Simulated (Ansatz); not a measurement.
An Ansatz (a quantum-chemistry and plane-wave program) input (PBEsol-D3(BJ) (Ansatz, PAW, no SOC)):

Ansatz 0.2 input:
```yaml
crystal:
  lattice:
    - [3.5773249837, 0, 0]
    - [-1.7886624919, 3.0826411079, 0]
    - [0, 0, 4.3824673618]
  atoms:
    - { symbol: Pt, position: [0, 0, 0] }
    - { symbol: S, position: [0.3333333333, 0.6666666667, 0.2713592685] }
    - { symbol: S, position: [0.6666666667, 0.3333333333, 0.7286407315] }
basis: { ecutwfc: 420, ecutrho_ratio: 4, xc_grid: 2, fft_grid_basis: typed }
kpoints: { mp_grid: { grid: [19, 19, 13] } }
hamiltonian:
  xc: pbesol
  dispersion: d3bj
  pseudopotentials: { kind: paw }
scf: { occupations: { method: fermi_dirac, width: 0.1 }, convergence: { dr2_threshold: 0.0000000003 } }
relax: { f_tol: 0.005, max_steps: 50 }
output: { forces: true, stress: true }
checkpoint: { write: state.ck, write_every: 1000 }
```

Q: Which symmetry and how many k-points will the program report, and about how many plane waves at Γ?

A: Space group C2/m (ITA 12) with 4 operations, k-points 1240 of 4693, and 921 plane waves at Γ.

Q: And the final pressure?

A: -0.64 GPa (compression positive).

The cells carry an imposed strain or load. Stability against distortions was not tested. All final runs are without spin polarisation. The cell was made from PtS₂ in the CdI2 type structure (space group P-3m1, No. 164; layered) by this change: uniaxial strain ε_xx = +0.50 %.
